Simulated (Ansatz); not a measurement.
# NbP (model structure, started from the FeSi type, P2₁3, No. 198, 8 atoms in the cell)

Level of theory: PBEsol (Ansatz, a program for electronic structure, PAW).

Settings: plane-wave cutoff 500 eV, 8×8×8 k mesh, Fermi–Dirac smearing 0.05 eV, no spin polarisation, scalar-relativistic PAW data made under PBE.

Cell (relaxed at this level):

Space group P2₁3 (No. 198); a = b = c = 4.918 Å, α = β = γ = 90.00°

| atom | site | symmetry | x | y | z |
|---|---|---|---|---|---|
| Nb | 4a | .3. | 0.1400 | 0.1400 | 0.1400 |
| P | 4a | .3. | 0.8441 | 0.8441 | 0.8441 |

| Quantity | Value |
|---|---|
| band gap | zero (no gap) |

Note: the relaxation could raise the start's symmetry but not lower it, so the cell can be a saddle point.

Spin–orbit coupling is not included.

Static lattice: no zero-point or thermal effects.

It cost about 60 core-seconds (a rough figure) of CPU time.

A model structure was made by putting elements into a prototype or built by hand; it is no filed structure, need not be a known phase, and can be a saddle point held by its symmetry.
